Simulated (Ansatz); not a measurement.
## hypothetical CsCl type NbAs with two functionals, tensor shear ε_yz = +3.91 %

Start from NbAs in the CsCl type structure (space group Pm-3m, No. 221; a = 3.218 Å; a hypothetical phase, not in the database extracts checked; relaxed with 0.1 eV smearing). Axes: x, y, z lie along the cube axes.

(Cell as relaxed with PBE.)

Levels (all Ansatz, a quantum-chemistry and plane-wave program, PAW): PBE (420 eV, no spin-orbit coupling); PBEsol (420 eV, without spin-orbit coupling).

Each level relaxes its own structure.

```tsv
base	PBE	PBEsol
volume per atom	16.66 Å³	16.09 Å³
lattice parameter a	321.8 pm	318.1 pm
band gap	zero	zero
```

Perturbation: tensor shear ε_yz = +3.91 % (engineering shear γ = 0.0782); the atoms relax in the strained cell.

```json
[
 {"quantity": "stress (xx, yy, zz, yz, xz, xy; compression positive)", "PBE": "(1.5, 1.1, 1.1, -8.0, 0.0, 0.0) GPa", "PBEsol": "___"},
 {"quantity": "shortest interatomic distance", "PBE": "271.5 pm", "PBEsol": "___"},
 {"quantity": "energy relative to the base (free energy F)", "PBE": "+33 meV/atom", "PBEsol": "___"}
]
```

Task: Predict the PBEsol column.

Result: 
- stress (xx, yy, zz, yz, xz, xy; compression positive), PBEsol: (1.6, 1.2, 1.2, -8.9, 0.0, 0.0) GPa
- shortest interatomic distance, PBEsol: 268.3 pm
- energy relative to the base (free energy F), PBEsol: +35 meV/atom

PBE's shortest interatomic distance lies 3.12 pm above PBEsol's (1.2 %); PBE's energy relative to the base lies 2.5 meV/atom below PBEsol's. Neither level is exact; PBEsol is the comparison here, not a measurement.

Whether these cells are dynamically stable was not tested. All final runs are without spin polarisation.
